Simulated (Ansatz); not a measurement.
The starting structures come from a database of crystals and need not be the phases stable at ambient conditions.

Tunnelling through a barrier is set by its complex band structure: the current falls as exp(−2κd) with the smallest κ.

Input:

```
CELL_PARAMETERS angstrom
      4.68576     0.00000     0.00000
      0.00000     4.69305     0.00000
      0.00000    -1.17278     7.02448
ATOMIC_POSITIONS crystal
  P  0.19081 0.78408 0.25156
  P  0.80919 0.21592 0.74844
  P  0.69081 0.21592 0.24844
  P  0.30919 0.78408 0.75156
  P  0.64884 0.62005 0.91094
  P  0.35116 0.37995 0.08906
  P  0.14884 0.37995 0.58906
  P  0.85116 0.62005 0.41094
  Ru 0.50000 0.00000 0.50000
  Ru 0.00000 0.00000 0.00000
```

Space group of this cell: P2_1/c. The cell is taken as given; by PBEsol its mean pressure is -2.4 GPa.

Transport runs along the normal of the first two printed cell vectors.

No gap correction and no spin-orbit coupling; mid-gap values are interpolated between computed energies.

### Question
State the band gap and the smallest decay constant κ at mid-gap according to PBEsol (Ansatz, an electronic-structure program).

### Answer
Gap 0.76 eV on a 6×8×4 mesh; κ = 0.160 1/Å, at (0.000, 0.167) of the in-plane reciprocal vectors. At the zone centre, at the nearest computed energy, the slowest state has κ = 0.22 1/Å.
